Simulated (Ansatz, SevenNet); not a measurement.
Enthalpy of formation of CsCl-type CoGa at several levels of theory

No measured value is used here.

```csv
level (code),value (eV/atom)
SevenNet-0,-0.297
PBE (Ansatz),…
rVV10 (Ansatz),-0.202
r²SCAN (Ansatz),-0.175
B3LYP (VWN-RPA form) (Ansatz),-0.033
```

Problem. What belongs in the gaps?

Solution. 
- PBE (Ansatz, a quantum-chemistry and plane-wave program), value (eV/atom): -0.255

B3LYP (VWN-RPA form): the run has no spin polarisation, so it can have missed a magnetic state. Each level is taken at its own relaxed cell. Ansatz's density-functional and Hartree–Fock values are scalar-relativistic unless marked +SOC, with PAW data made under PBE.

Machine-learned potentials (SevenNet-0) are trained on DFT data: a solid inside that data is no test of them.
